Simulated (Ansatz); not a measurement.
# A computed series for HfO2: pressure series

The reference is HfO$_{2}$ (space group P2_1/c, No. 14; a = 5.162 Å, b = 5.213 Å, c = 5.353 Å, α = γ = 90.00°, β = 99.66°).

Cell and atoms are relaxed at each pressure.

Calculations: Ansatz (a program for electronic structure) PBE, spin-orbit coupling left out, earlier PAW set.

Notes on the quantities. enthalpy: H = E + PV relative to the base's energy.

```csv
variant,enthalpy,band gap,gap character
base,–,4.04 eV,"indirect, Γ → Y₂"
pressure −1 GPa,-0.07 eV/atom,4.04 eV,"indirect, Γ → Y₂"
pressure 0.9 GPa,+0.07 eV/atom,4.04 eV,"indirect, Γ → Y₂"
pressure 2.1 GPa,+0.15 eV/atom,4.04 eV,"indirect, Γ → Y₂"
pressure 4.5 GPa,+0.33 eV/atom,?,"indirect, Γ → Y₂"
pressure 9 GPa,+0.65 eV/atom,4.24 eV,–
pressure 22.5 GPa,+1.56 eV/atom,4.73 eV,direct at Γ
pressure 30 GPa,+2.04 eV/atom,4.70 eV,direct at Y₂
```

Question: What belongs in the blanks?

Answer: 
- pressure 4.5 GPa, band gap: 4.06 eV

Spin-orbit coupling, missing from the scalar runs, can matter with Hf. Load acts through the strain it causes; cell and atoms are relaxed under it. No phonon test of stability was made. Competing high-pressure phases were not computed.
